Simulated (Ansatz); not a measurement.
The starting structures come from a database of crystals and need not be the phases stable at ambient conditions.

 Where the default PAW files enter, the runs use the earlier of Ansatz's two default sets.

Given:

```
SrZrO3
1.0
    5.76967     0.00000     0.00000
    0.00000     8.36858     0.00000
    2.88483     4.18429     2.88483
Sr Zr O
2 2 6
Direct
  0.50000   0.75000   0.00000
  0.50000   0.25000   0.00000
  0.00000   0.00000   0.00000
  0.00000   0.50000   0.00000
  0.11646   0.30823   0.38354
  0.88354   0.69177   0.61646
  0.50000   0.19177   0.61646
  0.50000   0.80823   0.38354
  0.00000   0.75000   0.00000
  0.00000   0.25000   0.00000
```

Space group of this cell: I4/mcm. The cell is taken as given; by PBEsol its mean pressure is -2.5 GPa.

Transport runs along the normal of the first two printed cell vectors, the (100) plane of the conventional cell.

The gap is the functional's own, uncorrected, and κ follows it; spin-orbit coupling is left out. Mid-gap values are interpolated between the computed energies.

Task: State the band gap and the smallest decay constant κ at mid-gap according to PBEsol (Ansatz, a quantum-chemistry and plane-wave program).

Result: Gap 3.65 eV on a 10×10×10 mesh; κ = 0.304 1/Å, at the zone centre.
